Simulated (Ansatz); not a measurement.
# Lu2SiO5 (P2₁/c, No. 14, 32 atoms in the cell; start mp-18195)

Level of theory: HSE06 (PAW; Ansatz, a first-principles code).

Run with plane-wave cutoff 460 eV, 2×4×4 k mesh (along the axes of the cell as run), Fermi–Dirac smearing 0.01 eV, scalar-relativistic PAW data made under PBE.

Cell (relaxed with PBEsol):

```cif
data_Lu8O20Si4
_chemical_formula_sum 'Lu8 Si4 O20'
_space_group_name_H-M_alt 'P21/c'
_space_group_IT_number 14
_space_group_name_Hall '-P 2ybc'
_cell_length_a 9.03613
_cell_length_b 6.60840
_cell_length_c 6.60430
_cell_angle_alpha 90.000
_cell_angle_beta 100.965
_cell_angle_gamma 90.000
loop_
_atom_site_label
_atom_site_type_symbol
_atom_site_symmetry_multiplicity
_atom_site_Wyckoff_symbol
_atom_site_fract_x
_atom_site_fract_y
_atom_site_fract_z
_atom_site_occupancy
Lu1 Lu 4 e 0.46572 0.11788 0.27139 1
Lu2 Lu 4 e 0.14611 0.14211 0.49879 1
Si1 Si 4 e 0.20260 0.90205 0.00430 1
O1 O 4 e 0.39257 0.37834 0.07643 1
O2 O 4 e 0.89994 0.29895 0.00025 1
O3 O 4 e 0.38620 0.85367 0.02776 1
O4 O 4 e 0.21145 0.06039 0.20297 1
O5 O 4 e 0.14525 0.43537 0.32102 1
```

For Lu2SiO5 (P2₁/c, No. 14, 32 atoms in the cell; start mp-18195), the band gap is 6.36 eV (on the SCF k mesh) and the smallest direct gap on the k points sampled is 6.66 eV.

Note: cell and atoms aren't relaxed at this level (largest force component 0.48 eV/Å, pressure 1.6 GPa).

Spin–orbit coupling is not included.

Static lattice: no zero-point or thermal effects.

Cost on a shared machine: about 40 core-minutes (a rough figure).

A start named mp-… is a Materials Project structure, which need not be a measured phase.
